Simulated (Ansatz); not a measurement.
Take CuAu (space group P4/mmm, No. 123; a = 2.882 Å, c = 3.615 Å) as the base.

All numbers come from PBE in Ansatz (plane waves to 420 eV, PAW, no SOC).

One change was made to it. Results:

```csv
quantity,base,after
c/a ratio,1.254,1.259
volume per atom,15.01 Å³,15.23 Å³
```

Problem. Which of these changes matches the shifts?
(A) pressure 7 GPa
(B) pressure −2 GPa
(C) pressure −1 GPa
(D) pressure 15 GPa
(E) pressure 75 GPa

Solution. B, pressure −2 GPa. For comparison, the volume per atom in the other runs: pressure 75 GPa gives 11.51 Å³; pressure 7 GPa gives 14.36 Å³; pressure −1 GPa gives 15.12 Å³; pressure 15 GPa gives 13.79 Å³.

From pressure 75 GPa on, the axis ratios lie over 15 % from the base's, so the cell there is far from its starting form. Load acts through the strain it causes; cell and atoms are relaxed under it. Stability against distortions was not tested. No other phases were tried under pressure. All final runs are without spin polarisation. Along this pressure series the structure jumps between pressure 50 GPa and pressure 75 GPa; cells beyond that are another form of it.

Ansatz is an electronic-structure program.
